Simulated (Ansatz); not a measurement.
GeSiC2 (model structure, started from the AlGaN2 type, P-4m2, No. 115, 4 atoms in the cell), treated with G0W0@PBEsol in Ansatz (plane waves, hard PAW, contour deformation).

The same calculation (at the PBEsol cell, 11.085 Å³/atom) with different numerical settings; throughout: k mesh 2×2×2:

| run | response cutoff (eV) | empty bands | quasiparticle gap on the mesh (eV) | quasiparticle gap at Γ (eV) | rough time |
|---|---|---|---|---|---|
| 1 | 100 | 185 | 1.733 | 2.123 | 20 core-s |
| 2 | 150 | 340 | 1.864 | 2.243 | 20 core-s |
| 3 | 200 | 523 | 1.926 | 2.301 | 60 core-s |
| 4 | 250 | 731 | 1.960 | 2.331 | 3 core-min |
| 5 | 300 | 961 | 1.978 | 2.347 | 5 core-min |
| 6 | 400 | 1480 | ___ | ___ | 10 core-min |

Task: Fill in the missing entries.

Result: 
- 6, quasiparticle gap on the mesh (eV): 1.999
- 6, quasiparticle gap at Γ (eV): 2.365

In the column quasiparticle gap on the mesh (eV) the first row differs from the last by -0.266 and the next to last by -0.021.

The last row is no converged limit: other settings stay fixed.

Spin–orbit coupling is not included.

Note: filled d or f shells below the valence bands can shift G0W0 gaps through exchange with them, which wasn't tested here.

A model structure was made by putting elements into a prototype or built by hand; it is no filed structure, need not be a known phase, and can be a saddle point held by its symmetry.

Ansatz is an electronic-structure program.
